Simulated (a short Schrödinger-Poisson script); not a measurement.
Structure: single Ge/Si0.15Ge0.85 quantum well.

| layer | material | thickness (nm) |
|---|---|---|
| 1 | Si0.15Ge0.85 | 20 |
| 2 | Ge | 15 |
| 3 | Si0.15Ge0.85 | 20 |

Constants are typed, rounded textbook-type inputs, not results; the design itself was drawn at random and stands for no fabricated device. Ge: direct gap (eV) 0.88, conduction-band edge (eV) 0, electron mass (mₑ) 0.041, heavy-hole mass 0.21, light-hole mass 0.046. Si0.15Ge0.85: direct gap (eV) 1.36, conduction-band edge (eV) 0.4, electron mass (mₑ) 0.053, heavy-hole mass 0.24, light-hole mass 0.06.

The valence-band edge of each layer lies one gap below its conduction-band edge. The electron's potential energy rises along the stack by the applied field. Mesh 0.03 nm at interfaces.

**Question.** Estimate e1 and hh1 for infinitely high walls at zero field, and compare with the finite well.

**Answer.** ħ²π²/(2mL²) gives 40.8 meV for the electron and 8.0 meV for the heavy hole. The finite well gives 26.8 and 5.4 meV, 0.66 and 0.68 of the estimates, as the states reach into the barriers (1 % of e1 lies outside the well).

From a short Schrödinger-Poisson script (our own, NumPy): one-band effective-mass equation with BenDaniel-Duke matching, electrons, heavy and light holes apart, hard walls at the outer ends, one valence edge for both holes (no strain splitting), no charge, excitons, band mixing or non-parabolicity; under a field the levels are quasi-bound states of a box, listed while three quarters of their weight lies within 4 nm of the wells.
